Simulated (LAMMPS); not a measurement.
An MD run on C (diamond structure), 216 atoms, at 2400 K and 5 GPa, heated as the crystal.

All values are model results, not measurements: classical MD, pair style airebo 3.0 1 1, file CH.airebo, run in LAMMPS.

state found: crystal; no diffusion seen in 15 ps
density: 3.4484 ± 0.0006 g/cm³
volume per atom: 5.784 ± 0.001 Å³/atom
enthalpy per atom: -6.649 ± 0.003 eV/atom
first peak of g(r): 1.54 Å, height 4.0
coordination number: 4.00 (counted to 1.98 Å)
most common C-C-C angle: at the 3° bin centred on 109.5°, after smoothing over three bins (mean of all 109°)
cost: roughly 26 core-minutes

Potential: file CH.airebo of the LAMMPS distribution; its header cites Stuart, Tutein and Harrison, J Chem Phys, 112, 6472-6486 (2000).

Caution: in nature this polymorph isn't the stable one over the whole range of temperature at this pressure, and short runs keep a crystal in its starting form. Caution: a run this short can hold a crystal over, or a liquid under, the potential's own melting point, which these runs don't give.

States go by the mean squared displacement: a species diffuses where it passes 1.5 Å², still rises and gives D over 1e-6 cm²/s; a crystal has left its structure where atoms lie 0.35 Å off their sites on average or a cubic box changes its shape by 3 %, or the axial ratios of another lie 8 % off the starting cell's, which the potential's own relaxation can also do.

Errors shown are sampling errors alone.
